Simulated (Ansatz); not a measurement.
Take SnTe in the rock salt structure (space group Fm-3m, No. 225; a = 6.289 Å) as the base. Axes: x, y, z lie along the cube axes.

The values are results of PBEsol (Ansatz, a first-principles code, PAW, spin-orbit coupling left out), not measurements.

Perturbation: the cell is stretched by 2.50 % along z with no lateral relaxation, atoms relaxed at fixed cell.

### Question
How does this affect the energy relative to the base and stress?

### Answer
The energy grows by 7.5 meV/atom; the stress (xx, yy, zz, yz, xz, xy; compression positive) is (-0.07, -0.07, -2.94, 0.00, 0.00, 0.00) GPa.

The cells carry an imposed strain or load. Whether these cells are dynamically stable was not tested.
